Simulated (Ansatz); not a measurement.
K2SO4 (Pnma, No. 62) was calculated with r²SCAN (Ansatz, a program for electronic structure, plane waves, PAW).

Settings: plane-wave cutoff 500 eV, 8×6×4 k mesh (along the axes of the cell as run), Fermi–Dirac smearing 0.05 eV, scalar-relativistic PAW data made under PBE.

Computed at the level's own relaxed cell.

Predict the volume per atom and band gap.


* **volume per atom**: 15.35 Å³/atom
* **band gap**: 6.29 eV (on the SCF k mesh)

Note: the relaxation could not lower the start's symmetry, so the cell can be a saddle point above a distorted one.

Computed values are for the static lattice.

The result took very roughly 40 core-minutes.
